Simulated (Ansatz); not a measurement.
Start from InSe in the beta-GaS type structure (space group P6_3/mmc, No. 194; layered, stacked along the Cartesian z axis).

```yaml
crystal:
  lattice:
    - [4.01624, 0.00000, 0.00000]
    - [-2.00812, 3.47817, 0.00000]
    - [0.00000, 0.00000, 16.92650]
  atoms:
    - { symbol: In, position: [0.33333, 0.66667, 0.66770] }
    - { symbol: In, position: [0.66667, 0.33333, 0.16770] }
    - { symbol: In, position: [0.66667, 0.33333, 0.33230] }
    - { symbol: In, position: [0.33333, 0.66667, 0.83230] }
    - { symbol: Se, position: [0.33333, 0.66667, 0.09272] }
    - { symbol: Se, position: [0.66667, 0.33333, 0.59272] }
    - { symbol: Se, position: [0.66667, 0.33333, 0.90728] }
    - { symbol: Se, position: [0.33333, 0.66667, 0.40728] }
```

All numbers come from plane-wave PAW DFT at the r2SCAN+rVV10 level (Ansatz, a first-principles code, 500 eV), no spin-orbit coupling, earlier PAW set.

One change was made to it. Results:

```csv
quantity,base,after
c/a ratio,4.215,4.209
density,5.44 g/cm³,6.98 g/cm³
```

Question: What was done to the base?
(A) pressure 15 GPa
(B) pressure 0.9 GPa
(C) pressure 30 GPa
(D) pressure 2.1 GPa

Answer: A, pressure 15 GPa. For comparison, the c/a ratio in the other runs: pressure 0.9 GPa gives 4.173; pressure 30 GPa gives 4.366; pressure 2.1 GPa gives 4.146.

A case with no gap was solved on a k-mesh chosen for an insulator, which is coarse for it. Load acts through the strain it causes; cell and atoms are relaxed under it. No phonon test of stability was made. Competing high-pressure phases were not computed. The final runs are not spin-polarised.
